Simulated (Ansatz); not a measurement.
## HgTe: tensor shear ε_xy = +2.00 %

The parent structure is HgTe in the zinc blende structure (space group F-43m, No. 216; a = 6.5728 Å). Axes: x, y, z lie along the cube axes.

One thing is altered: tensor shear ε_xy = +2.00 % (engineering shear γ = 0.0400), atoms relaxed at fixed cell.

The values are results of r2SCAN/PAW in Ansatz (a quantum-chemistry and plane-wave program), without spin-orbit coupling, not measurements. Settings: 12×12×12 k-points, 0.05 eV Fermi–Dirac smearing.

The volume per atom stays essentially unchanged (35.49 Å³ against 35.48 Å³) and the space group changes from F-43m (No. 216) to Imm2 (No. 44). The energy rises by 3.6 meV/atom and the pressure (mean of the normal stresses, compression positive) is still 0.0 GPa. The band gap remains zero and the valley order (the lowest conduction-band minima on the path, energy above the VBM, named in the base's zone) is Γ 0.01 eV; L along [1-1-1] 0.72 eV; L along [111] 1.04 eV. The largest internal atomic displacement is 0.028 Å and the stress (xx, yy, zz, yz, xz, xy; compression positive) amounts to (0.0, 0.0, 0.0, 0.0, 0.0, -0.8) GPa (rough).

Cost of the whole job for the changed cell (relaxation, final SCF and bands): around 4 core-minutes (rough).

Without a gap, meshes like the base's 12×12×12 leave anisotropic stresses uncertain by several tenths of a GPa, and small strain energies with them. Spin-orbit coupling, missing from the scalar runs, can matter with Hg and Te. The cells carry an imposed strain or load. No phonon test of stability was made. All final runs are without spin polarisation. Gaps under 0.05 eV, about the width of the smearing, are given as zero. The zero or small gap of HgTe can change with the level of theory.
